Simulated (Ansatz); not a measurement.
Base system: HfS2 in the CdI2 type structure (space group P-3m1, No. 164; a = 3.547 Å, c = 5.577 Å; layered, stacked along the Cartesian z axis).

Computed with PBEsol-D3(BJ) (Ansatz, a first-principles code; PAW; 420 eV plane waves; no spin-orbit coupling).

Base values:

- Band gap = 0.45 eV
- Gap character = indirect, Γ → L
- Density = 6.63 g/cm³

Now apply this change: cell and atoms relaxed at a pressure of 1.5 GPa.

Problem. What happens to the band gap?

Solution. The band gap drops by 0.18 eV (0.45 eV → 0.27 eV).

Problem. How does this affect the gap character?

Solution. The gap character remains indirect, Γ → L.

Problem. Predict the new density.

Solution. The density goes up by 0.20 g/cm³ (6.63 g/cm³ → 6.83 g/cm³).

With Hf present, leaving out spin-orbit coupling can change the band edges. Load acts through the strain it causes; cell and atoms are relaxed under it. No phonon test of stability was made. The zero or small gap of HfS2 under pressure 1.5 GPa can change with the level of theory.
